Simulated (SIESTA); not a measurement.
Input and output of a self-consistent single point for Li (Im-3m, 1 atom in the cell) (SIESTA).

Method: GGA PBE, numerical atomic orbitals TZP, PseudoDojo PBE standard norm-conserving potentials (rewritten from UPF to PSML) in SIESTA 5.4.2.

The change in words: lattice scaled by 0.98. Reference geometry:
```
Li
1.0
   -1.68096     1.68096     1.68096
    1.68096    -1.68096     1.68096
    1.68096     1.68096    -1.68096
Li
1
Direct
  0.00000   0.00000   0.00000
```

Reference input (self-consistent single point, DFT, GGA PBE, numerical atomic orbitals TZP, PseudoDojo PBE standard norm-conserving potentials (rewritten from UPF to PSML)): XC.functional = GGA; XC.authors = PBE; potentials = PseudoDojo PBE standard; PAO.BasisSize = TZP; PAO.EnergyShift = 0.005 Ry; MeshCutoff = 350 Ry; kgrid.MonkhorstPack = 11 11 11; OccupationFunction = MP; OccupationMPOrder = 0; ElectronicTemperature = 0.136 eV; PAO.Polarization.NonPerturbative = true; MaxSCFIterations = 150. This run's input differs from it in these lines:

```diff
@@ -11,5 +11,5 @@
 %block LatticeVectors
-    -1.680963000    1.680963000    1.680963000
-     1.680963000   -1.680963000    1.680963000
-     1.680963000    1.680963000   -1.680963000
+    -1.647344000    1.647344000    1.647344000
+     1.647344000   -1.647344000    1.647344000
+     1.647344000    1.647344000   -1.647344000
 %endblock LatticeVectors
```

Output, abridged:

```
        iscf     Eharris(eV)        E_KS(eV)     FreeEng(eV)     dDmax    Ef(eV) dHmax(eV)
   scf:    1     -192.830756     -195.920217     -195.924504  0.819335 -7.193830  0.299280
   scf:    2     -195.920335     -195.920276     -195.924559  0.004938 -7.198501  0.234563
   scf:    3     -195.920476     -195.920380     -195.924644  0.018797 -7.215844  0.002443
   scf:    4     -195.920379     -195.920379     -195.924644  0.000304 -7.216570  0.000182
   scf:    5     -195.920379     -195.920379     -195.924644  0.000022 -7.216567  0.000103
SCF Convergence by DM+H criterion
max |DM_out - DM_in|         :     0.0000222768
max |H_out - H_in|      (eV) :     0.0001028069
SCF cycle converged after 5 iterations

Using DM_out to compute the final energy and forces

siesta: E_KS(eV) =             -195.9204

siesta: E_KS - E_eggbox =      -195.9204

siesta: Atomic forces (eV/Ang):
     1    0.000000   -0.000000    0.000000
   Tot    0.000000   -0.000000    0.000000
   Max    0.000000
   Res    0.000000    sqrt( Sum f_i^2 / 3N )
   Max    0.000000    constrained

Stress tensor Voigt[x,y,z,yz,xz,xy] (kbar):      -29.28      -29.28      -29.28        0.12        0.12        0.12
(Free)E + p*V (eV/cell)     -195.5979
Target enthalpy (eV/cell)     -195.9246

siesta: Program's energy decomposition (eV):
siesta: FreeEng =      -195.924644

siesta: Stress tensor (static) (eV/Ang**3):
siesta:    -0.018274    0.000078    0.000078
siesta:     0.000078   -0.018274    0.000078
siesta:     0.000078    0.000078   -0.018274

siesta: Cell volume =         17.881868 Ang**3

siesta: Pressure (static):
siesta:                Solid            Molecule  Units
siesta:           0.00019903          0.00019903  Ry/Bohr**3
siesta:           0.01827391          0.01827391  eV/Ang**3
siesta:          29.27803585         29.27803585  kBar
```

The run converged in 5 iterations. Against the reference run the free energy goes up by 15.4 meV/atom and the pressure goes from 1.56 to 2.93 GPa.

The starting cell comes from a database of computed structures (which also holds hypothetical and non-ambient phases and stackings), without a prior relaxation at this level. Its lattice was rescaled by a random factor within 2.5 % of one. For this run, on top of that: lattice scaled by 0.98. Values carry the incompleteness of an atom-centred basis.
